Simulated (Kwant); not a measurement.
Kwant, Hückel tight-binding model, one pz orbital an atom, one spin, coherent transport at 0 K. Conductance is in e²/h.

Device: π system c1csc(c1)-c1cccs1 between two chain leads. The π system is taken as planar. Atoms are numbered from 0 in the order of the SMILES. Site energies (eV, carbon 0): [0.0, 0.0, -2.97, 0.0, 0.0, 0.0, 0.0, 0.0, 0.0, -2.97]. Bonds (i, j, β in eV): (0,1,-2.7) (1,2,-1.89) (2,3,-1.89) (3,4,-2.7) (3,5,-2.7) (5,6,-2.7) (6,7,-2.7) (7,8,-2.7) (8,9,-1.89) (4,0,-2.7) (9,5,-1.89). Leads: chains of hopping −4.1 eV, joined by −0.54 eV to atoms 4 and 6.

Site energies and bond integrals are typed Hückel values.

Sweep values stay those of the base run.

One input was changed, with this effect: transmission at E = 0 0.0011 → 0.00040.

Task: Which change was it?
A. contacts moved from atoms [4, 6] to [1, 4]
B. contacts moved from atoms [4, 6] to [0, 8]
C. contacts moved from atoms [4, 6] to [0, 7]
D. contacts moved from atoms [4, 6] to [1, 6]
E. contacts moved from atoms [4, 6] to [1, 8]
F. contacts moved from atoms [4, 6] to [0, 1]

Result: A, contacts moved from atoms [4, 6] to [1, 4]
